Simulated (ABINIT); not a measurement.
# A short convergence ladder for HgTe (F-43m, 2 atoms in the cell)

```
HgTe
1.0
    0.00000     3.21385     3.21385
    3.21385     0.00000     3.21385
    3.21385     3.21385     0.00000
Hg Te
1 1
Cartesian
  0.00000   0.00000   0.00000
  1.60692   1.60692   1.60692
```

Base method: PBEsol, norm-conserving pseudopotentials (PseudoDojo nc-sr-04 PBEsol standard) (plane waves; ABINIT 10.0.3).

Base settings: pseudos = [Hg.upf, Te.upf]; ecut = 82 Ry; ixc = -116133; occopt = 3; tsmear = 0.00036749 Ha; ngkpt = 3 3 3; nshiftk = 1; shiftk = 0 0 0; potentials = PseudoDojo nc-sr-04 PBEsol standard; nband = 24.

**Zone-centre phonons against the cutoff**

In this ladder: tolvrs = default; prtwf = default; prtden = default; istwfk = *1; tolvrs1 = 1e-16; ndtset = 2; prtwf1 = 1; getwfk2 = 1; kptopt2 = 2.

The mesh stays at the base's, so the ladder's end is converged at best in this setting alone.

Frequencies are those of the unrelaxed cell, without the LO-TO term of polar crystals.

Only quantities that move along the ladder and can be compared are tabulated.

| ecut | highest zone-centre frequency (cm⁻¹) |
|---|---|
| 42 Ry | 112.3 |
| 50 Ry | 115.7 |
| 58 Ry | 115.0 |
| 82 Ry | 115.0 |
| 124 Ry | 114.9 |

Coarsest ecut that holds the highest zone-centre frequency within 1 cm⁻¹ of the last step, with all finer ones: 50 Ry; the step before is off by 2.7 cm⁻¹.

On the base run: the starting cell has typed, rounded lattice constants, without a prior relaxation at this level. Its lattice was rescaled by up to half a per cent. In the base run, with a pressure of about 3 GPa the cell is away from its equilibrium volume at this level. The run gives no clean gap (levels at the Fermi energy touch, overlap or are partly filled at this smearing), which alone does not show that the compound is a metal. Without a gap this mesh is coarse (it stands for a supercell whose shortest vector is 14 Å).
